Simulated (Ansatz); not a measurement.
**Sc (P6₂22, No. 180, 6 atoms in the cell; start mp-601273; another form than the element's usual one): lattice constant a by level of theory**

No measured value is used here.

| level (code) | value (Å) |
|---|---|
| LDA (Ansatz) | 3.145 |
| PBEsol (Ansatz) | 3.196 |
| r²SCAN (Ansatz) | 3.262 |

The crystal itself was run without spin with LDA, PBEsol, r²SCAN; a magnetic state was not tried in these runs. LDA, PBEsol, r²SCAN: the relaxation could not lower the start's symmetry, so the cell can be a saddle point above a distorted one. Cutoffs differ between the levels. Ansatz's density-functional and Hartree–Fock values are scalar-relativistic unless marked +SOC, with PAW data made under PBE.

A start named mp-… is a Materials Project structure, which need not be a measured phase.

Ansatz is a first-principles code.
